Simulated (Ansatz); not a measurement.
Consider BeSe in the zinc blende structure (space group F-43m, No. 216; a = 5.129 Å).

Level of theory: PBEsol in Ansatz (plane waves to 420 eV, PAW, no SOC).

Base values:

The smallest direct gap is 4.28 eV and the gap character comes out as indirect, Γ → X.

Now apply this change: an isotropic linear strain of −2.50 %; the atoms relax in the strained cell.

Predict the new mean gap deformation potential ΔEg/Δln V.

The mean gap deformation potential ΔEg/Δln V amounts to +2.4 eV.

What does the calculation give for the smallest direct gap after the change?

The smallest direct gap rises by 0.54 eV to 4.82 eV.

What does the calculation give for the energy relative to the base after the change?

The energy rises by 25 meV/atom.

What happens to the gap character?

The gap character is still indirect, Γ → X.

Whether these cells are dynamically stable was not tested.

Ansatz is a program for electronic structure.
